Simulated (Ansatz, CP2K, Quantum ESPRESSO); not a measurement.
One structure in several programs: Ca₂Si (Fm-3m, 3 atoms in the cell)

Zone-centre phonon calculation.

```
Ca2Si
1.0
    0.00000     3.58523     3.58523
    3.58523     0.00000     3.58523
    3.58523     3.58523     0.00000
Ca Si
2 1
Cartesian
  5.37785   5.37785   5.37785
  1.79262   1.79262   1.79262
  0.00000   0.00000   0.00000
```

Shared settings, as Ansatz (an electronic-structure program) writes them: kpoints.mp_grid.grid = 8 8 8; scf.occupations.method = fixed. Potentials and cutoffs stand in the table.

| code | model | highest zone-centre frequency, without LO-TO term (cm⁻¹) | mean ε∞ at this mesh | cutoff |
|---|---|---|---|---|
| Ansatz | LDA (PW92), PAW files made with PBE | 202 | 12.7 | 420 eV |
| CP2K | LDA (Pade form), GPW, DZVP-MOLOPT-SR-GTH basis, GTH-PADE potentials (GTH_POTENTIALS) | 206 | – | grid 500 Ry |
| Quantum ESPRESSO | LDA (PZ), GBRV 1.5 ultrasoft (LDA) pseudopotentials | 203 | 13.5 | 40 Ry |

A dash marks a value that a program does not give, or that is left out as unsure.

The spread over the programs that give each value: highest zone-centre frequency, without LO-TO term within 4.0 cm⁻¹; mean ε∞ at this mesh within 0.80 .

CP2K uses small atom-centred bases, whose incompleteness enters pressures, forces and empty levels differently from a plane-wave cutoff. The same LDA comes in different parametrisations, which differ slightly.

The starting cell comes from a database of computed structures (which also holds hypothetical and non-ambient phases and stackings), without a prior relaxation at this level.

Keys are those of Ansatz 0.2.
